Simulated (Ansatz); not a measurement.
The starting structures come from a database of crystals and need not be the phases stable at ambient conditions.

By LDA and PBEsol, the system below comes out a metal.

Here is the system:

```
CELL_PARAMETERS angstrom
      3.22250     0.00000     0.00000
      0.00000     5.92042     0.00000
      0.00000     0.00000     5.93800
ATOMIC_POSITIONS crystal
  In 0.99120 0.00000 0.00000
  In 0.00880 0.50000 0.50000
  Sb 0.72300 0.00000 0.50000
  Sb 0.27700 0.50000 0.00000
```

Space group of this cell: Pmmn. The cell is taken as given; by PBEsol its mean pressure is -2.8 GPa.

The current runs along the normal of the first two printed vectors. All runs by Ansatz (a program for electronic structure), plane waves and PAW, without spin-orbit coupling; the base is PBEsol.

```csv
run,mean pressure (GPa),"G/A, both spins (10¹⁵ S/m²)"
base,-2.8,0.61
all lengths scaled by 0.98,0.2,0.65
all lengths scaled by 1.02,-4.9,0.58
lda in place of pbesol,-4.2,0.60
"lengths across the current scaled by 0.98, ions clamped",-0.9,(withheld)
"lengths across the current scaled by 1.02, ions clamped",-4.3,(withheld)
"lengths along the current scaled by 0.97, ions clamped",-1.3,0.63
"lengths along the current scaled by 1.03, ions clamped",-3.9,0.60
```

Task: What belongs in the gaps?

Result: 
- lengths across the current scaled by 0.98, ions clamped, G/A, both spins (10¹⁵ S/m²): 0.64
- lengths across the current scaled by 1.02, ions clamped, G/A, both spins (10¹⁵ S/m²): 0.59
